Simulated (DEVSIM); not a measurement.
System: Schottky contact on p-type Si, at 250 K.

| layer (left to right) | material | thickness (μm) | Na (cm⁻³) | τn (s) | τp (s) |
|---|---|---|---|---|---|
| 1 | Si | 1.70 | 1.5e16 | 2.7e-5 | 2.7e-5 |

Left contact: Schottky, work function 4.414 eV, emission velocity 6.1e6 cm/s. Right contact: ohmic. Voltage is applied to the left contact. Recombination: SRH at mid-gap, radiative. Mobility is constant in doping. Where it depends on doping, it is μmin + (μ − μmin)/(1 + (N/Nref)^α).

Constants are typed, rounded textbook-type inputs, not results; the design itself was drawn at random and stands for no fabricated device. Values at 300 K; Nc and Nv go as T^1.5, mobilities as T to minus their exponent, the gap by Varshni's rule with the affinity fixed. The table also holds parameters that only a changed run uses.

| parameter | Si |
|---|---|
| gap (eV) | 1.124 |
| affinity (eV) | 4.05 |
| permittivity | 11.7 |
| Nc (cm⁻³) | 2.86e19 |
| Nv (cm⁻³) | 3.1e19 |
| μn (cm²/Vs) | 1417 |
| μp (cm²/Vs) | 470 |
| μn,min | 52 |
| μp,min | 45 |
| Nref,n | 9.7e16 |
| Nref,p | 2.2e17 |
| αn | 0.68 |
| αp | 0.72 |
| T exponent of μn | 2.3 |
| T exponent of μp | 2.2 |
| B (cm³/s) | 4.7e-15 |
| Cn (cm⁶/s) | 2.8e-31 |
| Cp (cm⁶/s) | 9.9e-32 |
| Varshni α (eV/K) | 0.000473 |
| Varshni β (K) | 636 |

Model (solved in DEVSIM): 1D drift-diffusion, Boltzmann statistics, complete ionisation; no tunnelling, impact ionisation, image-force lowering or self-heating. Metal contacts follow the ideal Schottky-Mott rule: no Fermi-level pinning, no interface dipoles.

Base results: dark forward voltage at 1 A/cm² (V) 0.413; potential step across the device at zero bias (V) 0.614; largest field in the device at zero bias (V/cm) 52000; dark forward voltage at 100 A/cm² (V) 0.528.

Task: What follows from this one change: thickness of layer 1 1.7 → 1 μm?

Result: dark forward voltage at 1 A/cm² little changed (0.413 V); potential step across the device at zero bias little changed (0.614 V); largest field in the device at zero bias little changed (52000 V/cm); dark forward voltage at 100 A/cm² 0.528 → 0.524 V.

Task: What follows from this one change: temperature 250 → 400 K?

Result: dark forward voltage at 1 A/cm² 0.413 → 0.144 V; potential step across the device at zero bias 0.614 → 0.454 V; largest field in the device at zero bias 52000 → 44000 V/cm; dark forward voltage at 100 A/cm² 0.528 → 0.340 V.

Task: What follows from this one change: doping Na of layer 1 1.5e+16 → 4.5e+14 cm^-3?

Result: dark forward voltage at 1 A/cm² 0.413 → 0.441 V; potential step across the device at zero bias 0.614 → 0.538 V; largest field in the device at zero bias 52000 → 8500 V/cm; dark forward voltage at 100 A/cm² 0.528 → 0.869 V.
